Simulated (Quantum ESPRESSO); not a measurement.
Input and output of a self-consistent single point for KCl (Fm-3m, 2 atoms in the cell) (Quantum ESPRESSO).

Computed with PBE, SSSP 1.1.2 efficiency (PBE) pseudopotentials (plane waves; Quantum ESPRESSO).

The change in words: lattice scaled by 0.98. Reference geometry:
```
CELL_PARAMETERS angstrom
     -3.14500     0.00000     3.14500
      0.00000     3.14500     3.14500
     -3.14500     3.14500     0.00000
ATOMIC_POSITIONS crystal
  K  0.00000 0.00000 0.00000
  Cl 0.50000 0.50000 0.50000
```

Reference input (self-consistent single point, DFT, PBE, plane waves, SSSP 1.1.2 efficiency (PBE) pseudopotentials): ecutwfc = 50 Ry; ecutrho = 400 Ry; occupations = smearing; smearing = fermi-dirac; degauss = 0.0036749 Ry; potentials = {K: K.pbe-spn-kjpaw_psl.1.0.0.UPF, Cl: cl_pbe_v1.4.uspp.F.UPF}; K_POINTS = automatic 6 6 6 0 0 0; conv_thr = 1e-09 Ry; mixing_beta = 0.3. This run's input differs from it in these lines:

```diff
@@ -10,3 +10,3 @@
   ibrav = 2
-  celldm(1) = 11.8863773239
+  celldm(1) = 11.6486497774
   nat = 2
```

Output (repeated stretches shortened):

```
     Self-consistent Calculation

     iteration #  1     ecut=    50.00 Ry     beta= 0.30

     Threshold (ethr) on eigenvalues was too large:
     Diagonalizing with lowered threshold

     negative rho (up, down):  1.514E-02 0.000E+00

     total energy              =    -146.58366712 Ry
     estimated scf accuracy    <       0.06840016 Ry

     iteration #  2     ecut=    50.00 Ry     beta= 0.30

     negative rho (up, down):  1.503E-02 0.000E+00

     total energy              =    -146.58585095 Ry
     estimated scf accuracy    <       0.01234662 Ry

     iteration #  3     ecut=    50.00 Ry     beta= 0.30

     negative rho (up, down):  1.450E-02 0.000E+00

     total energy              =    -146.58861831 Ry
     estimated scf accuracy    <       0.00156818 Ry

   [... 5 blocks of this kind left out ...]

     iteration #  9     ecut=    50.00 Ry     beta= 0.30

     negative rho (up, down):  1.452E-02 0.000E+00

     total energy              =    -146.58882644 Ry
     estimated scf accuracy    <       0.00000003 Ry

     iteration # 10     ecut=    50.00 Ry     beta= 0.30

     negative rho (up, down):  1.452E-02 0.000E+00
     End of self-consistent calculation

     the Fermi energy is     3.0394 ev

!    total energy              =    -146.58882646 Ry
     estimated scf accuracy    <          6.0E-11 Ry
     smearing contrib. (-TS)   =      -0.00000000 Ry
     internal energy E=F+TS    =    -146.58882646 Ry

     convergence has been achieved in  10 iterations

     negative rho (up, down):  1.452E-02 0.000E+00

     Forces acting on atoms (cartesian axes, Ry/au):

     atom    1 type  1   force =     0.00000000    0.00000000    0.00000000
     atom    2 type  2   force =     0.00000000    0.00000000    0.00000000

     Total force =     0.000000     Total SCF correction =     0.000000

     negative rho (up, down):  1.452E-02 0.000E+00
          total   stress  (Ry/bohr**3)                   (kbar)     P=       20.53
   0.00013956   0.00000000   0.00000000           20.53        0.00        0.00
   0.00000000   0.00013956  -0.00000000            0.00       20.53       -0.00
   0.00000000  -0.00000000   0.00013956            0.00       -0.00       20.53

   JOB DONE.
```

The run converged in 10 iterations. Against the reference run the free energy rises by 16.3 meV/atom, the pressure goes from 0.67 to 2.05 GPa and the gap on the mesh goes from 5.194 to 5.412 eV.

The starting cell has typed, rounded lattice constants, without a prior relaxation at this level. For this run, on top of that: lattice scaled by 0.98.

Cost on one core of a shared machine: roughly 30 s.
